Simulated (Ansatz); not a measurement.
The starting structures come from a database of crystals and need not be the phases stable at ambient conditions.

 Where the default PAW files enter, the runs use the earlier of Ansatz's two default sets.

Crystal: BaHCl (P4/nmm, not sure to be the ambient phase, 6 atoms a cell, 23.7 Å³ an atom); planes in its conventional cell.

Method: r2SCAN (plane waves, PAW; Ansatz, an electronic-structure program).

The gap is the functional's own, uncorrected, and κ follows it; spin-orbit coupling is left out. Mid-gap values are interpolated between the computed energies.

```
plane  area of the cell (Å²)  mid-gap κ (1/Å)  largest κ in the gap (1/Å)
-----  ---------------------  ---------------  --------------------------
(001)                   19.5             0.39                        0.40
(100)                   32.1              [?]                         [?]
(110)                   45.4              [?]                         [?]
```

Question: The slowest decay depends on the direction. Supply the withheld values.

Answer: 
- (100), mid-gap κ (1/Å): 0.44
- (100), largest κ in the gap (1/Å): 0.45
- (110), mid-gap κ (1/Å): 0.43
- (110), largest κ in the gap (1/Å): 0.43
